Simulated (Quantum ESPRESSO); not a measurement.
Quantum ESPRESSO run on As (R-3m, 2 atoms in the cell): self-consistent single point.

Computed with LDA (PZ), PSlibrary ultrasoft (LDA) pseudopotentials (plane waves; Quantum ESPRESSO).

```
CELL_PARAMETERS angstrom
      1.87741     1.08392     3.70434
     -1.87741     1.08392     3.70434
      0.00000    -2.16785     3.70434
ATOMIC_POSITIONS crystal
  As 0.22443 0.22443 0.22443
  As 0.77557 0.77557 0.77557
```

Reference input (self-consistent single point, DFT, PBE, plane waves, PSlibrary ultrasoft (PBE) pseudopotentials): ecutwfc = 30 Ry; ecutrho = 180 Ry; occupations = smearing; smearing = fd; degauss = 0.0073499 Ry; potentials = {As: As.pbe-n-rrkjus_psl.1.0.0.UPF}; K_POINTS = automatic 11 11 11 0 0 0; conv_thr = 1e-10 Ry; mixing_beta = 0.4. This run's input differs from it in these lines:

```diff
@@ -23,3 +23,3 @@
 ATOMIC_SPECIES
-As    74.9216  As.pbe-n-rrkjus_psl.1.0.0.UPF
+As    74.9216  As.pz-n-rrkjus_psl.1.0.0.UPF
 ATOMIC_POSITIONS {crystal}
```

Output (repeated stretches shortened):

```
     Self-consistent Calculation

     iteration #  1     ecut=    30.00 Ry     beta= 0.40

     Threshold (ethr) on eigenvalues was too large:
     Diagonalizing with lowered threshold

     total energy              =     -41.00558708 Ry
     estimated scf accuracy    <       0.01192663 Ry

     iteration #  2     ecut=    30.00 Ry     beta= 0.40

     total energy              =     -41.00466270 Ry
     estimated scf accuracy    <       0.00372614 Ry

     iteration #  3     ecut=    30.00 Ry     beta= 0.40

     total energy              =     -41.00477926 Ry
     estimated scf accuracy    <       0.00002208 Ry

   [... 3 blocks of this kind left out ...]

     iteration #  7     ecut=    30.00 Ry     beta= 0.40

     total energy              =     -41.00478723 Ry
     estimated scf accuracy    <          4.4E-10 Ry

     iteration #  8     ecut=    30.00 Ry     beta= 0.40
     End of self-consistent calculation

     Number of k-points >= 100: set verbosity='high' to print the bands.

     the Fermi energy is     6.8124 ev

!    total energy              =     -41.00478723 Ry
     estimated scf accuracy    <          4.6E-11 Ry
     smearing contrib. (-TS)   =      -0.00068801 Ry
     internal energy E=F+TS    =     -41.00409922 Ry

     convergence has been achieved in   8 iterations

     Forces acting on atoms (cartesian axes, Ry/au):

     atom    1 type  1   force =    -0.00000000    0.00000000    0.00419099
     atom    2 type  1   force =     0.00000000    0.00000000   -0.00419099

     Total force =     0.005927     Total SCF correction =     0.000005

          total   stress  (Ry/bohr**3)                   (kbar)     P=      -28.62
  -0.00017815   0.00000000   0.00000000          -26.21        0.00        0.00
   0.00000000  -0.00017815  -0.00000000            0.00      -26.21       -0.00
   0.00000000  -0.00000000  -0.00022741            0.00       -0.00      -33.45

   JOB DONE.
```

The run converged in 8 iterations. Against the reference run the pressure goes from 1.86 to -2.86 GPa and the largest force goes from 0.287 to 0.108 eV/Å.

The starting cell comes from a database of computed structures (which also holds hypothetical and non-ambient phases and stackings), without a prior relaxation at this level.
